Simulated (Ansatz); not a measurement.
We consider InP (model structure, started from the BeO type, P4₂/mnm, No. 136, 8 atoms in the cell), described by PBEsol (PAW; Ansatz, a quantum-chemistry and plane-wave program).

Numerical settings: plane-wave cutoff 520 eV, 6×6×10 k mesh (along the axes of the cell as run), Fermi–Dirac smearing 0.01 eV, scalar-relativistic PAW data made under PBE.

Cell (relaxed at this level):

```
CELL_PARAMETERS angstrom
      7.17480     0.00000     0.00000
      0.00000     7.17480     0.00000
      0.00000     0.00000     4.16218
ATOMIC_POSITIONS crystal
  In 0.32185 0.67815 0.00000
  In 0.67815 0.32185 0.00000
  In 0.82185 0.82185 0.50000
  In 0.17815 0.17815 0.50000
  P  0.31930 0.31930 0.00000
  P  0.68070 0.68070 0.00000
  P  0.18070 0.81930 0.50000
  P  0.81930 0.18070 0.50000
```

Problem. Give the computed band gap and bulk modulus B0.

Solution. 
- band gap: 0.72 eV (on the SCF k mesh)
- bulk modulus B0: 60.8 GPa

Note: the bulk modulus is −V dP/dV from two relaxed cells at ±2 % in volume; the relaxation could raise the start's symmetry but not lower it, so the cell can be a saddle point.

Spin–orbit coupling is not included.

The computed numbers hold no vibrational or temperature effects.

A model structure was made by putting elements into a prototype or built by hand; it is no filed structure, need not be a known phase, and can be a saddle point held by its symmetry.
